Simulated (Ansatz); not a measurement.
Take MoSi₂ (space group I4/mmm, No. 139; a = 3.190 Å, c = 7.821 Å) as the base.

Structures relaxed with Ansatz (a first-principles code), PBEsol, PAW, cutoff 420 eV, no spin-orbit coupling.

Base:

Simulated powder pattern, Cu Kα1, λ = 1.54056 Å (kinematic, ideal powder, no thermal factors, no anomalous dispersion; the 10 strongest lines at most, above 2 %, up to 2θ = 90°):

```tsv
2θ (°)	I/Imax (%)	hkl
22.72	32	(002)
30.23	60	(101)
39.93	71	(110)
44.86	100	(103)
46.43	19	(112)
57.75	23	(200)
66.57	12	(211)
75.97	41	(213)
86.08	15	(116)
86.15	7.6	(220)
```

Perturbation: cell and atoms relaxed at a pressure of 4.5 GPa.

After the change:

Simulated powder pattern, Cu Kα1, λ = 1.54056 Å (kinematic, ideal powder, no thermal factors, no anomalous dispersion; the 10 strongest lines at most, above 2 %, up to 2θ = 90°):

| 2θ (°) | d (Å) | I/Imax (%) | hkl |
|---|---|---|---|
| 22.85 | 3.888 | 32 | (002) |
| 30.44 | 2.934 | 60 | (101) |
| 40.22 | 2.240 | 70 | (110) |
| 45.16 | 2.006 | 100 | (103) |
| 46.76 | 1.941 | 19 | (112) |
| 58.19 | 1.584 | 23 | (200) |
| 67.10 | 1.394 | 12 | (211) |
| 76.57 | 1.243 | 41 | (213) |
| 86.73 | 1.122 | 15 | (116) |
| 86.90 | 1.120 | 7.6 | (220) |

The indices refer to the base's conventional cell; one index is shown for lines that coincide.

Load acts through the strain it causes; cell and atoms are relaxed under it. Stability against distortions was not tested. All final runs are without spin polarisation.
